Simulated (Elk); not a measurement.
**Elk run on Mo (Im-3m, 1 atom in the cell): self-consistent single point**

Computed with PBE, all-electron FP-LAPW, Elk's shipped species files, APW+lo basis with extra local orbitals in Elk.

Input:

```
tasks
  0

xctype
  20

rgkmax
  7.5

gmaxvr
  16.0

nxlo
  2

lorbcnd
  .true.

rmtscf
  0.92

lmaxi
  2

stype
  0

swidth
  0.00183747

avec
   -2.9438833871    2.9438833871    2.9438833871
    2.9438833871   -2.9438833871    2.9438833871
    2.9438833871    2.9438833871   -2.9438833871

atoms
  1   : nspecies
  'Mo.in'   : spfname
  1   : natoms; atposl, bfcmt below
  0.0000000000  0.0000000000  0.0000000000    0.0 0.0 0.0

ngridk
  10 10 10
```

The program printed (abridged):

```
│ Elk code version 10.2.4 │

All units are atomic (Hartree, Bohr, etc.)

│ Ground-state run starting from atomic densities │

Lattice vectors :
  -2.943883387       2.943883387       2.943883387
   2.943883387      -2.943883387       2.943883387
   2.943883387       2.943883387      -2.943883387

Unit cell volume      :    102.0520656
Brillouin zone volume :    2.430624132

Muffin-tin inner radius fraction :   0.1000000000E-01

Nuclei treated as point charges

Species :    1 (Mo)
 parameters loaded from : Mo.in
 name : molybdenum
 nuclear charge    :   -42.00000000
 electronic charge :    42.00000000
 atomic mass :    174887.9212
 muffin-tin radius :    2.392000000
 number of radial points in muffin-tin :    597
 atomic positions (lattice), magnetic fields (Cartesian) :
   1 :   0.00000000  0.00000000  0.00000000    0.00000000  0.00000000  0.00000000

Total number of atoms per unit cell :    1

Spin treatment :
 spin-unpolarised

Number of Bravais lattice symmetries :   48
Number of crystal symmetries         :   48
Crystal has inversion symmetry
Real symmetric eigensolver will be used

k-point grid :     10    10    10
k-point offset :    0.000000000       0.000000000       0.000000000
k-point set is reduced with full crystal symmetry group
Total number of k-points :       47

Muffin-tin radius times maximum |G+k| :    7.500000000
 using average radius
Maximum |G+k| for APW functions       :    3.135451505
Maximum (1/2)|G+k|²                   :    4.915528070
Maximum |G| for potential and density :    16.00000000
 potential will be trimmed for |G| > 2 gkmax
Constant for pseudocharge density :   10
Radial integration step length :    4

G-vector grid sizes :     27    27    27
Number of G-vectors :     7011

Maximum angular momentum used for
 APW functions                      :    8
 outer part of muffin-tin           :    6
 inner part of muffin-tin           :    2

Total nuclear charge    :   -42.00000000
Total core charge       :    28.00000000
Total valence charge    :    14.00000000
Total excess charge     :    0.000000000
Total electronic charge :    42.00000000

Effective Wigner radius, rₛ :   0.8339908771

Number of empty states         :    4
Total number of valence states :   11
Total number of core states    :   28

Conduction state local-orbitals added automatically
Total number of local-orbitals :   83

Exchange-correlation functional :     20     0     0
 Perdew-Burke-Ernzerhof, Phys. Rev. Lett. 77, 3865 (1996)
 gradient requirement :    1
 generalised gradient approximation (GGA)

Smearing type :    0
 Gaussian
Smearing width :   0.1837470000E-02
Effective electronic temperature (K) :    580.2271348

Mixing type :    3
 Broyden mixing, J. Phys. A: Math. Gen. 17, L317 (1984)

Kohn-Sham potential initialised from atomic data

│ Self-consistent loop started │
│ Loop number : 1 │
 total energy                :     -4048.73957913
│ Loop number : 2 │
 total energy                :     -4048.84454000
RMS change in Kohn-Sham potential (target) :   0.1374959514     (  0.1000000000E-05)
Absolute change in total energy (target)   :   0.1049608749     (  0.1000000000E-03)
│ Loop number : 3 │
 total energy                :     -4048.95466868
RMS change in Kohn-Sham potential (target) :   0.1334488169     (  0.1000000000E-05)
Absolute change in total energy (target)   :   0.1363688997     (  0.1000000000E-03)
│ Loop number : 4 │
 total energy                :     -4049.03964466
RMS change in Kohn-Sham potential (target) :   0.1211496713     (  0.1000000000E-05)
Absolute change in total energy (target)   :   0.1190682036     (  0.1000000000E-03)
│ Loop number : 5 │
 total energy                :     -4049.59393281
RMS change in Kohn-Sham potential (target) :   0.5577802259E-01 (  0.1000000000E-05)
Absolute change in total energy (target)   :   0.5840552005     (  0.1000000000E-03)
│ Loop number : 6 │
 total energy                :     -4049.66832805
RMS change in Kohn-Sham potential (target) :   0.2052745470E-01 (  0.1000000000E-05)
Absolute change in total energy (target)   :   0.2204090360     (  0.1000000000E-03)
│ Loop number : 7 │
 total energy                :     -4049.63676841
RMS change in Kohn-Sham potential (target) :   0.2161361148E-02 (  0.1000000000E-05)
Absolute change in total energy (target)   :   0.2354262214E-01 (  0.1000000000E-03)
│ Loop number : 8 │
 total energy                :     -4049.65577113
RMS change in Kohn-Sham potential (target) :   0.8513772156E-03 (  0.1000000000E-05)
Absolute change in total energy (target)   :   0.2488837545E-01 (  0.1000000000E-03)
│ Loop number : 9 │
 total energy                :     -4049.65757587
RMS change in Kohn-Sham potential (target) :   0.1792191376E-03 (  0.1000000000E-05)
Absolute change in total energy (target)   :   0.8026835955E-02 (  0.1000000000E-03)
│ Loop number : 10 │
 total energy                :     -4049.65923720
RMS change in Kohn-Sham potential (target) :   0.1603350070E-04 (  0.1000000000E-05)
Absolute change in total energy (target)   :   0.3668039110E-02 (  0.1000000000E-03)
│ Loop number : 11 │
 total energy                :     -4049.65955173
RMS change in Kohn-Sham potential (target) :   0.6548086027E-05 (  0.1000000000E-05)
Absolute change in total energy (target)   :   0.1231533244E-02 (  0.1000000000E-03)
│ Loop number : 12 │
 total energy                :     -4049.65976159
RMS change in Kohn-Sham potential (target) :   0.9213324971E-06 (  0.1000000000E-05)
Absolute change in total energy (target)   :   0.5177505564E-03 (  0.1000000000E-03)
│ Loop number : 13 │
 total energy                :     -4049.65975890
RMS change in Kohn-Sham potential (target) :   0.4409648246E-06 (  0.1000000000E-05)
Absolute change in total energy (target)   :   0.1267469765E-03 (  0.1000000000E-03)
│ Loop number : 14 │
 total energy                :     -4049.65974580
RMS change in Kohn-Sham potential (target) :   0.8033604966E-07 (  0.1000000000E-05)
Absolute change in total energy (target)   :   0.1858533824E-04 (  0.1000000000E-03)
Convergence targets achieved

│ Loop number : 15 │

Energies :
 Fermi                       :     0.531692874814
 sum of eigenvalues          :     -2401.15291672
 electron kinetic            :      4198.36093410
 core electron kinetic       :      4102.03233596
 Coulomb                     :     -8124.01566256
 Coulomb potential           :     -6437.94352463
 nuclear-nuclear             :     -433.198957777
 electron-nuclear            :     -8943.68988495
 Hartree                     :      1252.87318016
 Madelung                    :     -4905.04390025
 xc potential                :     -161.570326190
 exchange                    :     -121.814647595
 correlation                 :     -2.19037063652
 total energy                :     -4049.65974670

Density of states at Fermi energy :    24.88833551
 (states/Hartree/unit cell)

Estimated indirect band gap :   0.2058604139E-02
 from k-point     34 to k-point     38
Estimated direct band gap   :   0.3718040111E-01
 at k-point      7

Charges :
 core                        :    28.00000000
 valence                     :    14.00000000
 interstitial                :    1.998367035
 muffin-tins (core leakage)
  species :    1 (Mo)
   atom    1                 :    40.00163297     (  0.1629062030E-05)
 total in muffin-tins        :    40.00163297
 total calculated charge     :    42.00452752
 total charge                :    42.00000000
 error                       :   0.4527515215E-02

│ Self-consistent loop stopped │
```

The run converged in 15 iterations. The count includes the last loop, which Elk runs after its targets are met.

The starting cell comes from a database of computed structures (which also holds hypothetical and non-ambient phases and stackings), without a prior relaxation at this level. Its lattice was rescaled by a random factor within 2.5 % of one. Spin polarisation is off. Values depend on the basis (sphere radii, cutoffs, local orbitals), which need not be converged. The log's line on a gap gives a spacing of levels on this mesh, which the program prints for metals too.
